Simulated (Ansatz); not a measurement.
Candidates (primitive cells; geometry: cell and atoms relaxed with PBEsol):
A. AgCl (Fm-3m), a = 3.852 Å, b = 3.852 Å, c = 3.852 Å, α = 60.00°, β = 60.00°, γ = 60.00°
B. CsH (Fm-3m), a = b = c = 4.422 Å, α = β = γ = 60.00°
C. NaH (Fm-3m), a = b = c = 3.3881 Å, α = β = γ = 60.00°
D. LiH (Fm-3m), a = b = c = 2.8142 Å, α = β = γ = 60.00°
E. KCl (Fm-3m), a = b = c = 4.4144 Å, α = β = γ = 60.00°

Problem. Order them by band gap (highest first) at the level PBEsol, rigid bands run with Ansatz (a program for electronic structure).

Solution. E (5.10 eV), C (3.61 eV), D (2.73 eV), B (2.07 eV), A (0.73 eV)

Spin-orbit coupling is left out.

Formula and space group known from diffraction (Crystallography Open Database), not checked to be the room-temperature form: CsH (Fm-3m).
